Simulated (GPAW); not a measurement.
## How far to go with shifted k-point meshes: W (Im-3m, 1 atom in the cell)

```yaml
crystal:
  lattice:
    - [-1.57210, 1.57210, 1.57210]
    - [1.57210, -1.57210, 1.57210]
    - [1.57210, 1.57210, -1.57210]
  atoms:
    - { symbol: W, position: [0.00000, 0.00000, 0.00000] }
```

Method of the run: PBE, GPAW PAW datasets PBE (gpaw-data 1.0.1) (plane waves; GPAW).

Base settings: mode = pw; ecut = 600 eV; xc = PBE; kpts = 13 13 13; mesh shift (steps) = 0 0 0; occupations.name = fermi-dirac; occupations.width = 0.1 eV; nbands = -5; symmetry.symmorphic = false; symmetry.tolerance = 0.0005.

In this ladder: kpts_shift = 0.5 0.5 0.5.

Only quantities that move along the ladder and can be compared are tabulated.

The count of work is k-points × plane waves × bands × iterations; it is no time. Core times come from one kind of shared machine, to one figure; runs under 30 s give none.

The starting cell has typed, rounded lattice constants, without a prior relaxation at this level. Its lattice was rescaled by up to half a per cent. Spin polarisation is off. In the base run, with a pressure of about 12 GPa the cell is away from its equilibrium volume at this level.

```csv
kpts,free energy less the last step's (meV/atom),pressure (GPa),count of work / last,core time / last (rough)
3 3 3,293.00,17.65,0.0031,–
4 4 4,-202.18,8.63,0.0041,–
5 5 5,100.34,14.42,0.0048,–
6 6 6,41.44,12.39,0.0069,–
7 7 7,-27.52,12.49,0.012,–
8 8 8,3.96,12.39,0.011,–
9 9 9,36.15,12.71,0.017,–
10 10 10,-1.06,11.45,0.019,–
11 11 11,-16.84,11.19,0.025,–
13 13 13,8.15,12.08,0.041,–
14 14 14,-2.62,12.07,0.049,–
15 15 15,-3.23,12.01,0.059,–
17 17 17,0.49,12.03,0.081,0.1
19 19 19,1.12,12.08,0.11,0.2
21 21 21,-1.13,11.89,0.13,–
26 26 26,0.03,12.01,0.25,0.3
32 32 32,-0.29,11.99,0.44,0.3
39 39 39,-0.03,11.99,0.76,0.8
43 43 43,0.00,12.00,1.0,1
```

Coarsest kpts that holds the free energy within 2 meV/atom of the last step, with all finer ones: 17 17 17, at 0.081 of the last step's count of work and about 0.1 of the last step's time; the step before is off by 3.2 meV/atom.

Coarsest kpts that holds the pressure within 1 GPa of the last step, with all finer ones: 6 6 6, at 0.0069 of the last step's count of work; the step before is off by 2.4 GPa.
